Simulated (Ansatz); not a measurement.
## BeTe, point defects

Start from a 16-atom supercell of BeTe in the zinc blende structure (space group F-43m, No. 216; a = 5.664 Å) at its relaxed geometry.

One neutral defect a cell, atoms relaxed at fixed cell.

All numbers come from PBE (Ansatz, an electronic-structure program), no spin-orbit coupling.

| variant | pressure | largest displacement of a host atom from its site in the perfect cell |
|---|---|---|
| perfect supercell | 0.0 GPa | – |
| Sr on a Be site | 8.6 GPa | 0.36 Å |
| Be interstitial (started 2.45 Å from the nearest host atom) | ? | ? |
| Sb on a Te site | -0.2 GPa | 0.02 Å |
| H interstitial (started 2.31 Å from the nearest host atom) | 0.6 GPa | 0.21 Å |
| Li interstitial (started 2.31 Å from the nearest host atom) | 0.9 GPa | 0.07 Å |

**Question.** Some entries are withheld; estimate them.

**Answer.** 
- Be interstitial (started 2.45 Å from the nearest host atom), pressure: 1.1 GPa
- Be interstitial (started 2.45 Å from the nearest host atom), largest displacement of a host atom from its site in the perfect cell: 0.05 Å

The magnetic state is the one reached from the starting moments; the real material's order can differ, and small cells can't hold many antiferromagnetic ones. The cell is small, so the values are those of an ordered compound at a high defect concentration; dilute-limit values will differ. The mesh was chosen for an insulator and is coarse for the gapless case. Starting moments died away, wholly or in part, for Sr on a Be site, Be interstitial (started 2.45 Å from the nearest host atom), Sb on a Te site and H interstitial (started 2.31 Å from the nearest host atom) and more; another magnetic solution may exist.
